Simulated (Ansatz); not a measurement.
The reference is ZnO in the wurtzite structure (space group P6_3mc, No. 186; a = 3.235 Å, c = 5.211 Å). Axes: x lies along a and z along c of the hexagonal cell.

All numbers come from r2SCAN (Ansatz, an electronic-structure program, PAW, no SOC).

One thing is altered: the cell is scaled by 0.9884 in all directions; the atoms relax in the strained cell.

### Question
Predict the stress tensor and what it implies for the stiffness.

### Answer
Stress of the strained cell less that of the base (GPa, compression positive):
```
   5.69    0.00    0.00
   0.00    5.69    0.00
   0.00    0.00    5.63
```

Then B = −ΔP/(ΔV/V₀) with ΔV/V₀ = -0.0344 gives secant stiffness values (nonlinear terms included at this strain): B (at held cell shape, above the free-shape value) ≈ 165 GPa.

As a check, the harmonic strain energy −½ V₀ Δσ:ε is 7.3 meV/atom; the computed energy rise is 7.0 meV/atom.

Whether these cells are dynamically stable was not tested.
